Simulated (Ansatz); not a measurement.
Converging shifted k-point meshes: CsH3O2 (Amm2, 6 atoms in the cell)

```yaml
crystal:
  lattice:
    - [4.27148, 0.00000, 0.00000]
    - [0.00000, 2.22366, 4.04368]
    - [0.00000, -2.22366, 4.04368]
  atoms:
    - { symbol: Cs, position: [0.00000, 0.99151, 0.99151] }
    - { symbol: H, position: [0.50000, 0.55847, 0.55847] }
    - { symbol: H, position: [0.50000, 0.07118, 0.45270] }
    - { symbol: H, position: [0.50000, 0.45270, 0.07118] }
    - { symbol: O, position: [0.50000, 0.67951, 0.67951] }
    - { symbol: O, position: [0.50000, 0.33406, 0.33406] }
```

Computed with LDA (PW92), default PAW files made with PBE (plane waves; Ansatz, a first-principles code).

Base settings: basis.ecutwfc = 420 eV; kpoints.mp_grid.grid = 6 6 6; hamiltonian.xc = lda; hamiltonian.pseudopotentials = {kind: paw} (the program's default PAW files); scf.occupations.method = fixed.

In this ladder: kpoints.mp_grid.shift = 0.5 0.5 0.5.

Shifted meshes do not hold Γ, so a gap read on them misses any band edge there.

Only quantities that move along the ladder and can be compared are tabulated.

The count of work is k-points × plane waves × bands × iterations; it is no time. Core times come from one kind of shared machine, to one figure; runs under 30 s give none.

The starting cell comes from a database of computed structures (which also holds hypothetical and non-ambient phases and stackings), without a prior relaxation at this level. Its lattice was rescaled by up to half a per cent. One atom was moved a little off its site on purpose. Ansatz's pressure includes its estimate of the finite-basis (Pulay) stress.

| kpoints.mp_grid.grid | free energy less the last step's (meV/atom) | pressure (GPa) | largest difference of a force vector from the last step's (eV/Å) | gap on the mesh (eV) | count of work / last | core time / last (rough) |
|---|---|---|---|---|---|---|
| 2 2 2 | -0.92 | -2.23 | 0.013 | 5.814 | 0.0025 | – |
| 2 3 3 | -2.35 | -2.26 | 0.001 | 5.513 | 0.0049 | – |
| 3 3 3 | -0.15 | -2.18 | 0.000 | 5.083 | 0.0099 | – |
| 4 4 4 | 0.02 | -2.18 | 0.000 | 4.683 | 0.015 | – |
| 4 5 5 | 0.07 | -2.18 | 0.000 | 4.573 | 0.022 | – |
| 5 5 5 | 0.01 | -2.18 | 0.000 | 4.465 | 0.033 | – |
| 5 6 6 | -0.02 | -2.18 | 0.000 | 4.400 | 0.044 | – |
| 6 6 6 | 0.00 | -2.18 | 0.000 | 4.337 | 0.044 | – |
| 6 7 7 | 0.00 | -2.18 | 0.000 | 4.295 | 0.059 | – |
| 7 7 7 | 0.00 | -2.18 | 0.000 | 4.255 | 0.079 | – |
| 8 8 8 | 0.00 | -2.18 | 0.000 | 4.201 | 0.099 | – |
| 8 9 9 | 0.01 | -2.18 | 0.000 | 4.182 | 0.12 | – |
| 9 10 10 | -0.01 | -2.18 | 0.000 | 4.149 | 0.19 | – |
| 10 11 11 | 0.01 | -2.18 | 0.000 | 4.125 | 0.22 | – |
| 11 12 12 | 0.01 | -2.18 | 0.000 | 4.107 | 0.31 | 0.3 |
| 12 13 13 | 0.00 | -2.18 | 0.000 | 4.093 | 0.36 | 0.4 |
| 14 15 15 | 0.00 | -2.18 | 0.000 | 4.073 | 0.55 | 0.6 |
| 15 17 17 | 0.00 | -2.18 | 0.000 | 4.063 | 0.80 | 0.8 |
| 17 18 18 | 0.00 | -2.18 | 0.000 | 4.055 | 1.0 | 1 |

Coarsest kpoints.mp_grid.grid that holds the free energy within 1 meV/atom of the last step, with all finer ones: 3 3 3, at 0.0099 of the last step's count of work; the step before is off by 2.3 meV/atom.

Keys are those of Ansatz 0.2.
